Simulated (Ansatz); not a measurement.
Ce5Si3 (within 0.1 Å of I4/mcm, No. 140; cell taken from a computed entry), treated with r²SCAN-D4 (plane waves, PAW; Ansatz, an electronic-structure program).

Run with plane-wave cutoff 500 eV, 6×6×6 k mesh, Fermi–Dirac smearing 0.05 eV, spin-polarised start, scalar-relativistic PAW data made under PBE.

Computed at the level's own relaxed cell.

Q: Give the computed volume per atom.

A: 
- volume per atom = 24.67 Å³/atom

Note: the magnetic order was assumed, not searched for or taken from measurement; the 4f shell is treated without U or exact exchange, so its levels and filling can be wrong.

Spin–orbit coupling is not included.

The computed numbers hold no vibrational or temperature effects.

The result took very roughly 60 core-minutes.
